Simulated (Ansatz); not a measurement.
A self-consistent single point of InSe (Cm, 4 atoms in the cell) with Ansatz (a first-principles code).

Method of the run: PBEsol, PAW files made with PBE (plane waves; Ansatz).

```yaml
crystal:
  lattice:
    - [5.85553, -2.06492, 0.00000]
    - [5.85553, 2.06492, 0.00000]
    - [-1.73185, 0.00000, 4.79521]
  atoms:
    - { symbol: In, position: [0.11334, 0.11334, 0.96359] }
    - { symbol: In, position: [0.88820, 0.88820, 0.04684] }
    - { symbol: Se, position: [0.33907, 0.33907, 0.33104] }
    - { symbol: Se, position: [0.66093, 0.66093, 0.66896] }
```

Reference input (self-consistent single point, DFT, PBEsol, plane waves, PAW files made with PBE): basis.ecutwfc = 30.9 Ry; kpoints.mp_grid.grid = 6 6 4; hamiltonian.xc = pbesol; hamiltonian.pseudopotentials = {kind: paw} (the program's default PAW files); scf.occupations.method = fixed. This run's input differs from it in these lines:

Ansatz 0.2 input:
```diff
@@ -15,3 +15,4 @@
   mp_grid:
-    grid: [6, 6, 4]
+    grid: [10, 10, 8]
+    shift: [0.5, 0.5, 0.5]
 hamiltonian:
```

Output, abridged:

```
SCF iter   1: F=—  HF=-21902.195113 eV  |F-HF|=—  |Δ(HF+E_count)|=         —  Δρ=3.94e-2  dr2=3.21e0  ethr=3.10e-3  ⟨swp⟩=5.0  Hψ=26529  notcnv=0  defer=812
all-band conjugate gradients solve this SCF's bands
preconditioner: auto → Resta (q_TF=auto, 2.431 Å⁻¹)
SCF iter   2: F=—  HF=-21901.323267 eV  |F-HF|=—  |Δ(HF+E_count)|=   8.72e-1  Δρ=1.63e-2  dr2=3.27e-1  ethr=3.10e-3  ⟨swp⟩=3.9  Hψ=15355  notcnv=0  defer=826
   [... lines left out ...]
SCF iter   6: F=—  HF=-21901.181855 eV  |F-HF|=—  |Δ(HF+E_count)|=   1.97e-4  Δρ=1.28e-4  dr2=2.68e-5  ethr=5.05e-7  ⟨swp⟩=2.7  Hψ=11897  notcnv=0  defer=880
SCF iter   7: F=—  HF=-21901.181896 eV  |F-HF|=—  |Δ(HF+E_count)|=   4.06e-5  Δρ=2.98e-5  dr2=1.13e-6  ethr=4.63e-8  ⟨swp⟩=2.0  Hψ=11880  notcnv=0  defer=349
SCF iter   8: F=—  HF=-21901.181897 eV  |F-HF|=—  |Δ(HF+E_count)|=   1.55e-6  Δρ=1.34e-5  dr2=4.47e-7  ethr=1.72e-10  ⟨swp⟩=11.3  Hψ=47176  notcnv=0
SCF iter   9: F=-21901.181897 eV  HF=-21901.181897 eV  |F-HF|=2.93e-9  |Δ(HF+E_count)|=   1.65e-7  Δρ=3.46e-6  dr2=1.83e-8  ethr=1.72e-10  ⟨swp⟩=4.0  Hψ=37982  notcnv=0
SCF 1 converged in 9 iterations: F = -21901.181897 eV  dr2 = 1.83e-8
Free energy (F): -21901.181897 eV
Internal energy: -21901.181897 eV  (E = F + TS)
E sigma→0 (E₀):  -21901.181897 eV
Fermi energy:    6.712455 eV
--- Forces (eV/Å), atoms counted from 1 ---
  atom   1  In     0.12654812     0.00000000    -0.22416484
  atom   2  In    -0.13399581     0.00000000    -0.01964651
  atom   3  Se     0.07341265     0.00000000     0.06037642
  atom   4  Se    -0.06596203     0.00000000     0.18341492
--- Stress (GPa, compression-positive) ---
       -2.049276       0.000000       0.247778
        0.000000      -2.048870       0.000000
        0.247779       0.000000      -1.592710
  P = ⅓ Tr σ = -1.8970 GPa (-18.970 kbar)
  The stress holds the Pulay correction. Without it, at fixed plane waves, as pw.x and ABINIT print it: P = -1.9118 GPa
```

The run converged in 9 iterations. Against the reference run the free energy is nearly the same (within 1 meV/atom), the pressure hardly changes (-1.89 to -1.90 GPa), the largest force moves little (0.259 to 0.257 eV/Å) and the gap on the mesh goes from 1.096 to 1.155 eV.

The starting cell comes from a database of computed structures (which also holds hypothetical and non-ambient phases and stackings), without a prior relaxation at this level. Its lattice was rescaled by up to half a per cent. One atom was moved a little off its site on purpose. Ansatz's pressure includes its estimate of the finite-basis (Pulay) stress. Another mesh or the band path of this cell gives a smaller gap, so this value is not converged in the mesh.

Cost on one core of a shared machine: roughly 50 s.
